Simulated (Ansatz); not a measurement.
Consider this model of amorphous Ga$_{24}$O$_{37}$Na$_{2}$.

```xyz
63
Lattice="9.3519 -0.0919 0.1981 -0.0919 9.0186 -0.0732 0.1981 -0.0732 9.3517" Properties=species:S:1:pos:R:3 pbc="T T T"
Ga     1.2795     0.7575     1.3094
Ga     7.2545     4.2226     8.5896
Ga     8.6615     1.4676     7.4087
Ga     4.4220     0.5115     9.3297
Ga     1.4031     8.1516     6.5609
Ga     6.9373     1.2379     4.2840
Ga     4.8888     8.8576     6.0446
Ga     1.5469     6.9261     0.4178
Ga     8.9185     7.7576     3.5534
Ga     6.0470     5.7914     4.9534
Ga     0.7330     4.9171     7.7317
Ga     6.8013     7.5654     7.8445
Ga     5.7480     3.1663     6.2398
Ga     2.7332     2.1340     6.9369
Ga     7.4096     0.3830     1.0294
Ga     2.4924     8.5625     3.9383
Ga     2.9829     3.7332     0.1805
Ga     3.7136     5.5363     2.4083
Ga     9.1610     3.4203     1.4497
Ga     1.7794     2.9243     3.3539
Ga     5.3128     7.8591     2.7584
Ga     8.7849     4.6727     4.7484
Ga     2.6547     4.6056     5.4055
Ga     5.8197     2.9720     1.9404
O      8.0738     6.1621     3.8596
O      1.1195     0.9377     7.0785
O      7.9431     0.0214     8.4322
O      2.4591     4.0255     7.6714
O      5.4018     0.0670     4.2213
O      2.0396     1.0440     3.0494
O      3.4243     7.5204     2.7337
O      8.7953     3.2778     7.9474
O      7.9761     0.2084     3.1872
O      6.3302     7.8384     1.2297
O      5.6318     3.7095     8.0243
O      7.2913     3.8299     1.1028
O      2.1924     2.7943     5.2279
O      2.4701     8.7434     0.3185
O      4.4910     4.8380     5.7196
O      9.2813     3.4050     3.4476
O      6.2053     2.7982     3.7060
O      4.2860     3.8682     1.5807
O      3.1129     8.2678     5.7192
O      3.0158     5.7516     0.6043
O      2.4474     4.7739     3.5283
O      7.1447     4.4509     5.6817
O      5.4404     5.9943     3.1893
O      5.6727     1.3145     1.0306
O      1.3601     6.8481     7.8628
O      8.9630     1.4772     1.0188
O      5.0291     8.3638     7.9777
O      6.2137     7.3578     6.0245
O      4.5186     1.7058     6.2346
O      0.3183     5.1637     0.2926
O      7.2975     1.5863     6.0890
O      3.4693     1.9627     8.7029
O      0.8092     5.1844     5.8053
O      7.5651     6.0371     8.4493
O      1.6742     2.9175     1.3528
O      0.4201     7.8855     1.6358
O      0.8084     8.0656     4.7229
Na     7.7015     6.0917     1.4666
Na     4.3081     5.8549     7.8483
```

Computed with PBE, scalar-relativistic without spin-orbit coupling (plane waves to 420 eV, PAW; Ansatz, a program for electronic structure).

Preparation: random packing, a CHGNet melt and quench, and a DFT relaxation. O atoms were pushed apart under 1.9 Å during the dynamics, to hinder bonds among them. The hot cell started wider than the set density and was brought back towards it in steps. It is the lowest in DFT energy of 2 quenches. It is a model cell: composition and starting density were chosen by hand, and all elements were melted together. No dispersion term was used. Its density started from a set value of 4.87 and ended at 4.87 g/cm³. The quench (nominally 220 K/ps over its main leg) was far faster than any real one, so the model tends to hold more defects than a real film. One small periodic cell is one sample of the glass; other quenches scatter about these values. The volume was held where the preparation left it and the shape relaxed, at a PBE pressure of -1.0 GPa (tension). Stress components on the final sampling reach 1.2 GPa.

Cut-offs for bonds: Ga-Ga 2.68 Å, Ga-O 2.44 Å, Ga-Na 3.17 Å, O-O 1.58 Å, O-Na 2.78 Å, Na-Na 3.65 Å. Two cations that share two anions don't count as bonded, nor two that share one unless they lie closer than Ga-Ga 2.61 Å, Ga-Na 3.08 Å, Na-Na 3.55 Å.

Give the coordination numbers, mean bond lengths and angles.


```
Property                                                                                              Result
---------------------------------  -------------------------------------------------------------------------
Mean coordination of Ga by anions  4.54 (11 with 4, 13 with 5); 1 close contacts or bonds to cations besides
Mean coordination of O                                        3.24 (1 with 2, 27 with 3, 8 with 4, 1 with 5)
Mean coordination of Na by anions    5.50 (1 with 5, 1 with 6); 1 close contacts or bonds to cations besides
Mean Ga-O bond                                                         1.941 Å (spread 0.098 Å, 109 counted)
Mean O-Na bond                                                          2.454 Å (spread 0.135 Å, 11 counted)
Bond angle at Ga                                                                   mean 107.2°, spread 23.4°
Bond angle at O                                                                    mean 113.3°, spread 17.8°
Bond angle at Na                                                                   mean 102.9°, spread 32.4°
```

List the pairs of like atoms that count as bonded by the rules above.

There are none by these rules.
